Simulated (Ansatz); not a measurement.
## diamond-structure Si (Fd-3m) under biaxial stress in the (001) plane

Cell and atoms are relaxed with PBEsol to each stress (compression positive); bands and masses by HSE06, rigid bands (plane waves, PAW, scalar-relativistic; Ansatz, an electronic-structure program). Strains are changes of length against the unloaded cell.

```
Si
1.0
    0.00000     2.71683     2.71683
    2.71683     0.00000     2.71683
    2.71683     2.71683     0.00000
Si
2
Direct
  0.00000   0.00000   0.00000
  0.25000   0.25000   0.25000
```

| stress (GPa) | strain [001] (%) | strain [100] (%) | gap (eV) | mₑ* [001] | mₑ* [100] | mₕ* [001] | mₕ* [100] |
|---|---|---|---|---|---|---|---|
| -5.40 | -3.00 | 3.61 | 0.502 | 0.85 | 0.21 | 0.21 | 0.28 |
| -3.60 | -1.88 | 2.30 | 0.723 | 0.87 | 0.21 | 0.24 | 0.30 |
| -1.80 | -0.88 | 1.10 | 0.933 | 0.88 | 0.20 | 0.32 | 0.33 |
| 0 | 0 | 0 | 1.130 | 0.27 | 0.27 | 0.32 | 0.32 |
| 3.60 | 1.59 | -2.00 | 0.878 | 0.20 | 0.33 | 0.30 | 0.25 |

[001] is the normal of the loaded plane; [010] strains as [100]. Masses are conductivity masses at 300 K in electron masses.

From the two loads next to zero, find the biaxial modulus and the ratio of out-of-plane to in-plane strain.

Between -1.80 and 3.60 GPa the strain along [100] changes by -3.10 % and that along [001] by 2.47 %. The modulus is 5.40/0.0310 = 174 GPa and the ratio of the strains 0.80 (PBEsol, atoms relaxed). For a cubic (001) plane the ratio is 2C₁₂/C₁₁ and the modulus C₁₁ + C₁₂ − 2C₁₂²/C₁₁, which gives C₁₁ ≈ 161 GPa and C₁₂ ≈ 64 GPa.

Is the response still linear at the largest tension?

The modulus predicts 3.10 % at -5.40 GPa; the table has 3.61 %, so the crystal is softer there.

How fast does the gap move on either side of zero load?

Under tension, (0.933 − 1.130) eV over -1.80 GPa = 109 meV/GPa, or about -18 eV per unit strain; under compression, (0.878 − 1.130) eV over 3.60 GPa = -70 meV/GPa, or about 13 eV per unit strain. The two slopes part by 179 meV/GPa; gaps are resolved to about 0.01 eV, which allows 8 meV/GPa, so they differ, even in sign: the gap has a turning point near zero load.

Take the carrier density and the relaxation time as fixed, so that ρ ∝ m*. What gauge factor (Δρ/ρ)/ε follows for current along [100] at the loads next to zero?

electrons at -1.80 GPa: (0.20/0.27 − 1)/0.0110 ≈ -24; electrons at 3.60 GPa: (0.33/0.27 − 1)/-0.0200 ≈ -11; holes at 3.60 GPa: (0.25/0.32 − 1)/-0.0200 ≈ 11. These are means over a finite load; the small-strain gauge factor differs, most where the load has already emptied the upper valleys or bands. Carriers and loads whose mass moves by under 12 % aren't resolved and aren't listed. The change of shape, which adds a term of order 1 to 2, and that of the scattering between valleys or bands are left out.

Masses are those of dilute carriers in rigid bands with one relaxation time, without polarons. Third decimals of gaps are kept for the arithmetic. Spin-orbit coupling is left out; it splits the top of the valence band and so changes the gap and its response. Every relaxation keeps the diamond-structure phase (space group I4_1/amd under this load), so a transition, a distortion that breaks the symmetry or fracture can't show.
